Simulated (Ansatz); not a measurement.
Start from PbF2 in the anatase structure (space group I4_1/amd, No. 141; a = 4.7216 Å, c = 13.0535 Å; a hypothetical phase, not in the database extracts checked). Axes: x, y, z lie along a, b, c of the conventional cell.

(Cell as relaxed with PBE.)

Levels (all Ansatz, a program for electronic structure, PAW): PBE (420 eV, without spin-orbit coupling); PBEsol (420 eV, without spin-orbit coupling).

Each level relaxes its own structure.

```tsv
base	PBE	PBEsol
volume per atom	24.25 Å³	23.17 Å³
lattice parameter a	4.722 Å	4.651 Å
```

The change: biaxial strain +3.11 %, plane normal [001], relaxed out of plane (Cartesian); in-plane vectors clamped, the third vector and the atoms free.

| quantity | PBE | PBEsol |
|---|---|---|
| energy relative to the base (free energy F) | +7.6 meV/atom | ? |
| pressure (mean of the normal stresses, compression positive) | -1.08 GPa | ? |
| ratio −ε⊥/ε∥ | 1.19 | ? |

Question: What does PBEsol give?

Answer: 
- energy relative to the base (free energy F), PBEsol: +7.8 meV/atom
- pressure (mean of the normal stresses, compression positive), PBEsol: -1.17 GPa
- ratio −ε⊥/ε∥, PBEsol: 1.25

PBE's pressure lies 0.09 GPa above PBEsol's; PBE's ratio −ε⊥/ε∥ lies 0.06 below PBEsol's. Neither level is exact; PBEsol is the comparison here, not a measurement.

Stability against distortions was not tested.
